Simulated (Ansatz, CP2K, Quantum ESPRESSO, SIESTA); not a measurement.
# One structure in several programs: Ta2Co (P1, 6 atoms in the cell)

Self-consistent single point, at a second geometry (atoms moved at random). First geometry:

```xyz
6
Lattice="-3.0421 3.0421 2.4828 3.0421 -3.0421 2.4828 3.0421 3.0421 -2.4828" Properties=species:S:1:pos:R:3 pbc="T T T"
Ta     4.0238     0.9817     0.0000
Ta    -0.9817     2.0604     2.4828
Ta     2.0604     0.9817     2.4828
Ta     0.9817     2.0604     0.0000
Co     0.0000     0.0000     3.7241
Co     0.0000     0.0000     1.2414
```

Second geometry:
```xyz
6
Lattice="-3.0421 3.0421 2.4828 3.0421 -3.0421 2.4828 3.0421 3.0421 -2.4828" Properties=species:S:1:pos:R:3 pbc="T T T"
Ta     4.0482     0.9597    -0.0137
Ta    -0.9640     2.0232     2.4229
Ta     2.0392     1.0200     2.5214
Ta     0.9671     2.0748    -0.0098
Co    -0.0029    -0.0308     3.7792
Co    -0.0033     0.0373     1.2310
```

Shared settings, as Ansatz (a program for electronic structure) writes them: kpoints.mp_grid.grid = 6 6 6; scf.occupations.method = fermi_dirac; scf.occupations.width = 0.1 eV. Potentials and cutoffs stand in the table.

| code | model | ΔF from the first geometry (meV/atom) | pressure (GPa) | largest force (eV/Å) | cutoff |
|---|---|---|---|---|---|
| Ansatz | PBEsol, default PAW files made with PBE | 15.9 | -3.05 | 0.915 | default |
| CP2K | PBEsol, GPW, DZVP-MOLOPT-SR-GTH basis, GTH-PBE potentials (GTH_POTENTIALS) | 15.7 | -3.55 | 0.929 | grid 600 Ry |
| SIESTA | GGA PBEsol, numerical atomic orbitals DZP, PseudoDojo PBEsol standard norm-conserving potentials (rewritten from UPF to PSML) | 16.5 | -6.45 | 0.882 | grid 300 Ry |
| Quantum ESPRESSO | PBEsol, PSlibrary PAW (PBE) pseudopotentials | 15.8 | -4.41 | 0.924 | 50 Ry |

Size of the force on each atom (eV/Å): Sizes of forces hide their directions.

| code | Ta1 | Ta2 | Ta3 | Ta4 | Co5 | Co6 |
|---|---|---|---|---|---|---|
| Ansatz | 0.563 | 0.824 | 0.634 | 0.243 | 0.915 | 0.759 |
| CP2K | 0.550 | 0.818 | 0.616 | 0.242 | 0.929 | 0.763 |
| SIESTA | 0.633 | 0.882 | 0.721 | 0.265 | 0.844 | 0.729 |
| Quantum ESPRESSO | 0.554 | 0.813 | 0.624 | 0.241 | 0.924 | 0.762 |

On Ansatz's run: spin-orbit coupling is off. Spin polarisation is off.

The spread over the programs that give each value: ΔF from the first geometry within 0.8 meV/atom; pressure within 3.40 GPa; largest force within 0.047 eV/Å.

CP2K and SIESTA use small atom-centred bases, whose incompleteness enters pressures, forces and empty levels differently from a plane-wave cutoff. Ansatz's pressure is given at a fixed set of plane waves, as the other plane-wave codes print theirs; with its correction for the finite basis it is -2.96 GPa. In the pressure, SIESTA (by 2.72) lies more than 1 GPa from the median of the plane-wave programs. In the force vectors, SIESTA (by 0.110) lies more than 0.08 eV/Å from the median of the plane-wave programs.

The starting cell comes from a database of computed structures (which also holds hypothetical and non-ambient phases and stackings), without a prior relaxation at this level. For this run, on top of that: atoms moved at random.

Keys are those of Ansatz 0.2.
